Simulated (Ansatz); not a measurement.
## monolayer WS2: band-edge transport data

Data:

```yaml
crystal:
  lattice:
    - [3.18106, 0.00000, 0.00000]
    - [-1.59053, 2.75488, 0.00000]
    - [0.00000, 0.00000, 19.03839]
  atoms:
    - { symbol: W, position: [0.66667, 0.33333, 0.50000] }
    - { symbol: S, position: [0.33333, 0.66667, 0.41811] }
    - { symbol: S, position: [0.33333, 0.66667, 0.58189] }
```

All values below come from r2SCAN, rigid bands (plane waves, PAW, scalar-relativistic; Ansatz, a program for electronic structure). Condition of this run: functional r2SCAN. Geometry: cell and atoms relaxed with r2SCAN.

The band gap comes out as 1.90 eV. The electron conductivity mass (300 K, dilute) is 0.31 mₑ, the effective density of states N_c (300 K) is 6.5e12 cm⁻² and the Seebeck coefficient, n-type 1.9e12 cm⁻², 300 K is -275 μV/K.

Rigid bands; masses and Seebeck coefficients take one relaxation time τ for all states and one kind of carrier; polarons and phonon drag are left out. Spin-orbit coupling is left out; with 5d elements it also splits d-like band edges.
